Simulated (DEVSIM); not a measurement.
Device: p-channel Ge planar bulk MOSFET with HfO2, at 250 K.

```yaml
gate_length: 250 nm
source_drain_length: 200 nm
dielectric_thickness: 23.8 nm
lateral_straggle: 7.7 nm
underlap: 0 nm
junction_depth: 91.7 nm
substrate_depth: 753 nm
gate_work_function: 4.5 eV
source_and_drain_doping: 4.8e19 cm⁻³, Gaussian tails under the gate
body_doping: 1.4e17 cm⁻³
lifetime: 2e-8 s
supply: 1.8 V
back_or_body_bias: 0.5 V
```

All mobilities are scaled by 0.5; velocity saturation, μ/(1 + (μE/vsat)^b)^(1/b) with b = 2 for electrons and 1 for holes and E the electric field along each mesh edge, is on. Mobility is μmin + (μ − μmin)/(1 + (N/Nref)^α).

The device is made up for the run: typed textbook-type constants, with dimensions and the other settings drawn at random. Values at 300 K; Nc and Nv go as T^1.5, mobilities as T to minus their exponent, the gap by Varshni's rule with the affinity fixed.

Ge: gap (eV) 0.664, affinity (eV) 4, permittivity 16, Nc (cm⁻³) 1.04e19, Nv (cm⁻³) 6e18, μn (cm²/Vs) 3900, μp (cm²/Vs) 1900, μn,min 150, μp,min 100, Nref,n 2.6e17, Nref,p 4e17, αn 0.56, αp 0.6, T exponent of μn 1.66, T exponent of μp 2.33, vsat,n (cm/s) 6.5e6, vsat,p (cm/s) 6e6, Varshni α (eV/K) 0.000477, Varshni β (K) 235. HfO2: gap (eV) 5.7, affinity (eV) 2.5, permittivity 22.

Simulated with DEVSIM: 2D drift-diffusion, Boltzmann statistics, complete ionisation; no quantum confinement, tunnelling, impact ionisation, self-heating, contact resistance or fringe fields beside the gate. Metal contacts follow the ideal Schottky-Mott rule: no Fermi-level pinning, no interface dipoles.

Transfer curves, |Id| in μA/μm:

| Vg (V) | Vd = -0.05 V | Vd = -1.8 V |
|---|---|---|
| 0.27 | 5.239e-8 | 1.352e-7 |
| 0 | 6.894e-7 | 1.292e-5 |
| -0.09 | 1.860e-5 | 0.0003618 |
| -0.18 | 0.0005443 | 0.009843 |
| -0.27 | 0.01562 | 0.2457 |
| -0.36 | 0.3801 | 3.634 |
| -0.45 | 3.843 | 16.26 |
| -0.54 | 11.64 | 35.75 |
| -0.63 | 20.65 | 58.75 |
| -0.72 | 29.62 | 84.10 |
| -0.81 | 38.34 | 111.2 |
| -0.9 | 46.78 | 139.5 |
| -0.99 | 54.95 | 168.8 |
| -1.08 | 62.87 | 199.0 |
| -1.17 | 70.55 | 229.9 |
| -1.26 | 77.98 | 261.3 |
| -1.35 | 85.19 | 293.3 |
| -1.44 | 92.17 | 325.7 |
| -1.53 | 98.96 | 358.4 |
| -1.62 | 105.5 | 391.5 |
| -1.71 | 111.9 | 424.9 |
| -1.8 | 118.2 | 458.6 |

Task: Work out the subthreshold swing at low drain bias from the rows at -0.09 and -0.18 V, and compare it with the thermal limit.

Result: log10(0.0005443/1.860e-5) = 1.466 over 90.0 mV, so S = 61.4 mV/decade. The limit kT/q ln 10 is 49.6 mV/decade; the ratio is 1.24. This is the steepest step of the table.

Task: Find both thresholds at the constant current 0.1 μA × (1 μm/L) a micrometre, and the DIBL.

Result: The current is 0.400 μA/μm. Interpolating ln Id gives -0.362 V and -0.286 V; their difference over the 1.75 V of drain bias is 43 mV/V.

Source and drain are degenerate, where Boltzmann statistics are only rough. The electric field that drives the saturation includes the junctions' built-in field, which lowers the mobility there even at small currents: subthreshold currents come out too low, a known weakness of this choice.
